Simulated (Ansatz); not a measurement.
# Pressure series in KCl

Take KCl in the rock salt structure (space group Fm-3m, No. 225; a = 6.243 Å) as the base.

Cell and atoms are relaxed at each pressure.

Method: PBEsol (Ansatz, an electronic-structure program, PAW, scalar-relativistic without spin-orbit coupling).

Candidates:
(a) pressure 3 GPa
(b) pressure −1 GPa
(c) pressure 0.7 GPa
(d) pressure −2 GPa
(e) pressure 5 GPa

Base values:

The band gap is 5.10 eV.

### Question
Order them by band gap, highest first.

### Answer
(e) pressure 5 GPa (5.74 eV), (a) pressure 3 GPa (5.53 eV), (c) pressure 0.7 GPa (5.22 eV), (b) pressure −1 GPa (4.90 eV), (d) pressure −2 GPa (4.63 eV)

Load acts through the strain it causes; cell and atoms are relaxed under it. Stability against distortions was not tested. Competing high-pressure phases were not computed.
